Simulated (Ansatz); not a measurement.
The starting structures come from a database of crystals and need not be the phases stable at ambient conditions.

Inside the gap of an insulator the Bloch states are evanescent, with a wavenumber k + iκ along the transport direction.

Given:

```yaml
crystal:
  lattice:
    - [7.67459, 0.00000, 0.00000]
    - [0.00000, 7.67459, 0.00000]
    - [3.83730, -3.83730, 5.42675]
  atoms:
    - { symbol: Al, position: [0.87500, 0.37500, 0.75000] }
    - { symbol: Al, position: [0.37500, 0.37500, 0.25000] }
    - { symbol: Al, position: [0.37500, 0.37500, 0.75000] }
    - { symbol: Al, position: [0.37500, 0.87500, 0.25000] }
    - { symbol: Hg, position: [0.75000, 0.75000, 0.50000] }
    - { symbol: Hg, position: [0.00000, 0.00000, 0.00000] }
    - { symbol: Se, position: [0.16751, 0.61083, 0.22166] }
    - { symbol: Se, position: [0.13917, 0.13917, 0.72166] }
    - { symbol: Se, position: [0.61083, 0.61083, 0.22166] }
    - { symbol: Se, position: [0.13917, 0.58249, 0.72166] }
    - { symbol: Se, position: [0.61083, 0.16751, 0.77834] }
    - { symbol: Se, position: [0.13917, 0.13917, 0.27834] }
    - { symbol: Se, position: [0.61083, 0.61083, 0.77834] }
    - { symbol: Se, position: [0.58249, 0.13917, 0.27834] }
```

Space group of this cell: Fd-3m, spinel. The cell is taken as given; by r2SCAN its mean pressure is 0.7 GPa.

Transport runs along the normal of the first two printed cell vectors, the (001) plane of the conventional cell.

The gap is the functional's own. No spin-orbit coupling. Mid-gap values are interpolated on the energy grid.

**Question.** Give the band gap and the smallest decay constant κ at mid-gap that Ansatz (a program for electronic structure) with r2SCAN yields.

**Answer.** Gap 0.98 eV on a 6×6×6 mesh; κ = 0.067 1/Å, at the zone centre.
